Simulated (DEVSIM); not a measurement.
System: abrupt Si n-p junction, at 350 K.

```csv
layer (left to right),material,thickness (μm),Nd (cm⁻³),Na (cm⁻³),τn (s),τp (s)
1,Si,6.90,5.4e16,-,7.6e-7,7.6e-7
2,Si,280,-,9.8e16,7.6e-7,7.6e-7
```

Left contact: ohmic. Right contact: ohmic. Voltage is applied to the left contact. Recombination: SRH at mid-gap, Auger. Mobility is μmin + (μ − μmin)/(1 + (N/Nref)^α).

The device is made up for the run: typed textbook-type constants, with dimensions and the other settings drawn at random. Values at 300 K; Nc and Nv go as T^1.5, mobilities as T to minus their exponent, the gap by Varshni's rule with the affinity fixed.

```
parameter               Si
----------------  --------
gap (eV)             1.124
affinity (eV)         4.05
permittivity          11.7
Nc (cm⁻³)          2.86e19
Nv (cm⁻³)           3.1e19
μn (cm²/Vs)           1417
μp (cm²/Vs)            470
μn,min                  52
μp,min                  45
Nref,n              9.7e16
Nref,p              2.2e17
αn                    0.68
αp                    0.72
T exponent of μn       2.3
T exponent of μp       2.2
Cn (cm⁶/s)         2.8e-31
Cp (cm⁶/s)         9.9e-32
Varshni α (eV/K)  0.000473
Varshni β (K)          636
```

Model (solved in DEVSIM): 1D drift-diffusion, Boltzmann statistics, complete ionisation; no tunnelling, impact ionisation, image-force lowering or self-heating.

Tabulate band edges, carrier densities and field at 2.0 V on the left contact.

Energies count from the Fermi level of the right contact; mesh points crowd at the junctions.

```json
[
 {"x (μm)": "0.000", "Ec (eV)": "-1.804", "Ev (eV)": "-2.915", "n (cm⁻³)": "5.4e16", "p (cm⁻³)": "2600000", "field (V/cm)": "≈ 0"},
 {"x (μm)": "0.05414", "Ec (eV)": "-1.804", "Ev (eV)": "-2.915", "n (cm⁻³)": "5.4e16", "p (cm⁻³)": "2600000", "field (V/cm)": "≈ 0"},
 {"x (μm)": "0.2295", "Ec (eV)": "-1.804", "Ev (eV)": "-2.915", "n (cm⁻³)": "5.4e16", "p (cm⁻³)": "2600000", "field (V/cm)": "≈ 0"},
 {"x (μm)": "0.8317", "Ec (eV)": "-1.804", "Ev (eV)": "-2.915", "n (cm⁻³)": "5.4e16", "p (cm⁻³)": "2300000", "field (V/cm)": "≈ 0"},
 {"x (μm)": "3.970", "Ec (eV)": "-1.804", "Ev (eV)": "-2.915", "n (cm⁻³)": "5.4e16", "p (cm⁻³)": "1100000", "field (V/cm)": "≈ 0"},
 {"x (μm)": "6.012", "Ec (eV)": "-1.804", "Ev (eV)": "-2.915", "n (cm⁻³)": "5.4e16", "p (cm⁻³)": "280000", "field (V/cm)": "≈ 0"},
 {"x (μm)": "6.643", "Ec (eV)": "-1.803", "Ev (eV)": "-2.913", "n (cm⁻³)": "5.2e16", "p (cm⁻³)": "23000", "field (V/cm)": "650"},
 {"x (μm)": "6.866", "Ec (eV)": "-0.571", "Ev (eV)": "-1.682", "n (cm⁻³)": "24000", "p (cm⁻³)": "59000", "field (V/cm)": "140000"},
 {"x (μm)": "6.908", "Ec (eV)": "0.084", "Ev (eV)": "-1.026", "n (cm⁻³)": "12000", "p (cm⁻³)": "160000", "field (V/cm)": "160000"},
 {"x (μm)": "6.980", "Ec (eV)": "0.826", "Ev (eV)": "-0.285", "n (cm⁻³)": "240", "p (cm⁻³)": "3.1e15", "field (V/cm)": "48000"},
 {"x (μm)": "7.231", "Ec (eV)": "0.930", "Ev (eV)": "-0.181", "n (cm⁻³)": "9200", "p (cm⁻³)": "9.8e16", "field (V/cm)": "≈ 0"},
 {"x (μm)": "8.620", "Ec (eV)": "0.930", "Ev (eV)": "-0.181", "n (cm⁻³)": "66000", "p (cm⁻³)": "9.8e16", "field (V/cm)": "≈ 0"},
 {"x (μm)": "12.57", "Ec (eV)": "0.930", "Ev (eV)": "-0.181", "n (cm⁻³)": "220000", "p (cm⁻³)": "9.8e16", "field (V/cm)": "≈ 0"},
 {"x (μm)": "25.48", "Ec (eV)": "0.930", "Ev (eV)": "-0.181", "n (cm⁻³)": "600000", "p (cm⁻³)": "9.8e16", "field (V/cm)": "≈ 0"},
 {"x (μm)": "98.26", "Ec (eV)": "0.930", "Ev (eV)": "-0.181", "n (cm⁻³)": "1400000", "p (cm⁻³)": "9.8e16", "field (V/cm)": "≈ 0"},
 {"x (μm)": "219.8", "Ec (eV)": "0.930", "Ev (eV)": "-0.181", "n (cm⁻³)": "1500000", "p (cm⁻³)": "9.8e16", "field (V/cm)": "≈ 0"},
 {"x (μm)": "266.4", "Ec (eV)": "0.930", "Ev (eV)": "-0.181", "n (cm⁻³)": "1500000", "p (cm⁻³)": "9.8e16", "field (V/cm)": "≈ 0"},
 {"x (μm)": "280.9", "Ec (eV)": "0.930", "Ev (eV)": "-0.181", "n (cm⁻³)": "1500000", "p (cm⁻³)": "9.8e16", "field (V/cm)": "≈ 0"},
 {"x (μm)": "285.7", "Ec (eV)": "0.930", "Ev (eV)": "-0.181", "n (cm⁻³)": "1500000", "p (cm⁻³)": "9.8e16", "field (V/cm)": "≈ 0"},
 {"x (μm)": "286.6", "Ec (eV)": "0.930", "Ev (eV)": "-0.181", "n (cm⁻³)": "1500000", "p (cm⁻³)": "9.8e16", "field (V/cm)": "≈ 0"},
 {"x (μm)": "286.8", "Ec (eV)": "0.930", "Ev (eV)": "-0.181", "n (cm⁻³)": "1500000", "p (cm⁻³)": "9.8e16", "field (V/cm)": "≈ 0"},
 {"x (μm)": "286.9", "Ec (eV)": "0.930", "Ev (eV)": "-0.181", "n (cm⁻³)": "1500000", "p (cm⁻³)": "9.8e16", "field (V/cm)": "≈ 0"}
]
```
